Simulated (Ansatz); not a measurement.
## A computed series for NbAs: pressure series

Start from NbAs (space group I4_1md, No. 109; a = 3.4581 Å, c = 11.7643 Å).

Cell and atoms are relaxed at each pressure.

Calculations: plane-wave PAW DFT at the r2SCAN level (Ansatz, an electronic-structure program, 500 eV), no SOC.

Notes on the quantities. enthalpy: H = E + PV relative to the base's energy.

```json
[
 {"change": "base", "enthalpy": "–", "shortest interatomic distance": "2.624 Å"},
 {"change": "pressure 0.3 GPa", "enthalpy": "+0.03 eV/atom", "shortest interatomic distance": "2.622 Å"},
 {"change": "pressure 0.7 GPa", "enthalpy": "+0.08 eV/atom", "shortest interatomic distance": "2.620 Å"},
 {"change": "pressure 1.5 GPa", "enthalpy": "+0.16 eV/atom", "shortest interatomic distance": "2.616 Å"},
 {"change": "pressure 3 GPa", "enthalpy": "+0.33 eV/atom", "shortest interatomic distance": "2.609 Å"},
 {"change": "pressure 5 GPa", "enthalpy": "+0.54 eV/atom", "shortest interatomic distance": "2.600 Å"}
]
```

Load acts through the strain it causes; cell and atoms are relaxed under it. Stability against distortions was not tested. No other phases were tried under pressure. All final runs are without spin polarisation.
